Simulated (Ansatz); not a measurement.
Data:

```yaml
crystal:
  lattice:
    - [3.66899, 0.00000, 0.00000]
    - [1.83449, 3.17743, 0.00000]
    - [0.00000, 0.00000, 5.69860]
  atoms:
    - { symbol: Zr, position: [0.00000, 0.00000, 0.00000] }
    - { symbol: S, position: [0.33333, 0.33333, 0.25346] }
    - { symbol: S, position: [0.66667, 0.66667, 0.74654] }
```

No spin polarisation.

Method: PBE-D3(BJ), PAW, 420 eV (Ansatz, a first-principles code; scalar-relativistic without spin-orbit coupling). Γ-centred 10×10×6 mesh, Fermi–Dirac width 0.05 eV.

Q: Predict the smallest direct gap, gap character and in-plane stress.

A: Smallest direct gap: 1.35 eV
Gap character: indirect, Γ → L
Mean in-plane stress (compression positive): -1.5 GPa

The cells carry an imposed strain or load. No phonon test of stability was made. The cell was made from ZrS2 in the CdI2 type structure (space group P-3m1, No. 164; layered, stacked along the Cartesian z axis) by this change: biaxial strain +0.94 %, plane normal [001], relaxed out of plane.
